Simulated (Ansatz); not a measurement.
Amorphous hafnium silicate (Hf₆Si₁₈O₄₈), 72 atoms at 3.59 g/cm³, one PBE-relaxed geometry, zone centre. Methods: PBE, scalar-relativistic without spin-orbit coupling (Ansatz, a quantum-chemistry and plane-wave program); r2SCAN, scalar-relativistic without spin-orbit coupling (Ansatz); HSE06, scalar-relativistic without spin-orbit coupling (Ansatz). Plane waves to 420 eV (r2SCAN 500 eV); exact exchange is cut at the cell's faces. At PBE the levels at the filled edge of the gap are localised (band-tail or defect states), and the nearest spread-out levels lie 4.6 eV apart at the zone centre. All rungs ran without spin polarisation.

The cell was made by melting and quenching with the CHGNet potential and then relaxed with DFT. O atoms were pushed apart under 1.9 Å during the dynamics, to hinder bonds among them. The hot cell started wider than the set density and was brought back towards it in steps. It is the lowest in DFT energy of 2 quenches. It is a model cell: composition and starting density were chosen by hand, and all elements were melted together. No dispersion term was used. Its density started from a set value of 3.86 and ended at 3.59 g/cm³. The simulated quench (nominally 240 K/ps over its main leg) is rapid and tends to freeze in more defects than a deposited or slowly cooled glass has. One small periodic cell is one sample of the glass; other quenches scatter about these values. The volume was free in the relaxation, at fixed shape. Stress components on the final sampling reach 2.0 GPa. Cycles of charging lowered its energy after that relaxation.

The relaxation ran on the zone centre alone. At PBE the level gap is 3.95 eV on a 2×2×2 Γ-centred mesh, and the spacing at the zone centre alone 3.95 eV.

Problem. What zone-centre spacing does r2SCAN give, roughly?

Solution. 4.39 eV (+0.44 eV against PBE).

Problem. What zone-centre spacing does HSE06 give, roughly?

Solution. 5.52 eV (+1.57 eV against PBE).

The highest filled and the lowest empty state spread over these numbers of atoms (participation numbers): PBE: 2.8 and 7.9; r2SCAN: 2.7 and 7.4; HSE06: 2.7 and 8.1.
